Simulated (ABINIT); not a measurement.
Pressure against volume in Cu3Au-type Al3Sc (space group 221) (ABINIT, PBE)

```yaml
crystal:
  lattice:
    - [4.02710, 0.00000, 0.00000]
    - [0.00000, 4.02710, 0.00000]
    - [0.00000, 0.00000, 4.02710]
  atoms:
    - { symbol: Sc, position: [0.00000, 0.00000, 0.00000] }
    - { symbol: Al, position: [0.00000, 0.50000, 0.50000] }
    - { symbol: Al, position: [0.50000, 0.00000, 0.50000] }
    - { symbol: Al, position: [0.50000, 0.50000, 0.00000] }
```

Level of theory: PBE, norm-conserving pseudopotentials (PseudoDojo nc-sr-05 PBE standard) (plane waves; ABINIT). Settings: pseudos = [Sc.upf, Al.upf]; ecut = 102 Ry; occopt = 3; tsmear = 0.05 eV; ngkpt = 14 14 14; nshiftk = 1; shiftk = 0 0 0; potentials = PseudoDojo nc-sr-05 PBE standard; nband = 15; kptopt = 1; nstep = 100; tolvrs = 1e-10. The cell above is the first row's. The rows scale it uniformly. In all rows fractional positions and the k mesh are held.

| V (Å^3/atom) | P (GPa) |
|---|---|
| 16.3274 | 5.47 |
| 16.6823 | 3.23 |
| 17.0373 | 1.21 |
| 17.3922 | -0.61 |
| 17.7472 | -2.24 |
| 18.1021 | -3.71 |
| 18.4571 | -5.02 |
| 18.8120 | -6.21 |
| 19.1669 | ? |

Task: Fit P against V with a cubic, and predict the withheld value at V = 19.1669.

Result: With u = V - 17.6, the rows have u = -1.2726, -0.9177, -0.5627, -0.2078, 0.1472, 0.5021, 0.8571, 1.2120. Least squares gives P = -1.586 - 4.5555·u + 0.6922·u² - 0.0667·u³. Residuals (row less fit): 0.000, 0.001, 0.002, -0.001, 0.002, -0.003, 0.004, -0.001; standard error 0.003 (degrees of freedom: 4). The fitted pressure is zero at V0 = 17.27, where dP/dV = -5.036, so B0 = -V0·dP/dV = 87.0 GPa. At the withheld row, u = 1.5669, so P = -1.586 - 4.5555 × 1.5669 + 0.6922 × 1.5669² - 0.0667 × 1.5669³ = -7.281 GPa. The calculation gives -7.27 GPa, 0.011 GPa above the prediction (0.1 % of the range of P in the table). The row lies outside the fitted rows, so this is an extrapolation. From the scatter of the fitted rows alone, a prediction at this place has a standard error of 0.008 GPa, so the miss is 1.5 times that.

Carrying the step between the two nearest rows on in a straight line would have given -7.40, off by 0.13; series whose last step already gives the withheld value aren't shown. The scan was laid around a cell of about the measured size, scaled by a guess for this functional. The runs keep the symmetry of the cell, so they don't test it for distortions. Cutoffs and mesh are single choices, not tested for convergence of this quantity. Series with a scatter that would blur these digits, or in which a gap closes, are not shown.
